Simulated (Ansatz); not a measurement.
Consider AlN in the rock salt structure (space group Fm-3m, No. 225; a model cell, its experimental status unchecked).

```cif
data_Al4N4
_chemical_formula_sum 'Al4 N4'
_space_group_name_H-M_alt 'Fm-3m'
_space_group_IT_number 225
_space_group_name_Hall '-F 4 2 3'
_cell_length_a 4.04522
_cell_length_b 4.04522
_cell_length_c 4.04522
_cell_angle_alpha 90.000
_cell_angle_beta 90.000
_cell_angle_gamma 90.000
loop_
_atom_site_label
_atom_site_type_symbol
_atom_site_symmetry_multiplicity
_atom_site_Wyckoff_symbol
_atom_site_fract_x
_atom_site_fract_y
_atom_site_fract_z
_atom_site_occupancy
Al1 Al 4 a 0.00000 0.00000 0.00000 1
N1 N 4 b 0.50000 0.50000 0.50000 1
```
(The calculation used a cell of 2 atoms; values per cell refer to that cell.)

Levels (all Ansatz, a program for electronic structure, PAW): PBEsol (420 eV, no spin-orbit coupling); HSE06 (420 eV, spin-orbit coupling left out).

Its gap is 4.55 eV with PBEsol and 6.02 eV with HSE06.

Perturbation: cell and atoms relaxed at a pressure of 7.5 GPa.

With PBEsol the gap becomes 4.81 eV.

Q: If the HSE06 correction stayed the same, what would the HSE06 gap be, and what does the HSE06 run give?

A: A rigid correction of +1.47 eV gives 6.28 eV. The HSE06 run gives 6.31 eV, so the two effects roughly add.

Single points use the geometry relaxed with PBEsol. HSE06 was sampled on its mesh, a few special points and the semilocal edge points, so its gap is an upper bound. Load acts through the strain it causes; cell and atoms are relaxed under it. Stability against distortions was not tested. Competing high-pressure phases were not computed. The base started in P3_121 and relaxed to Fm-3m at this level. This is not the structure that AlN has at room temperature and ambient pressure.
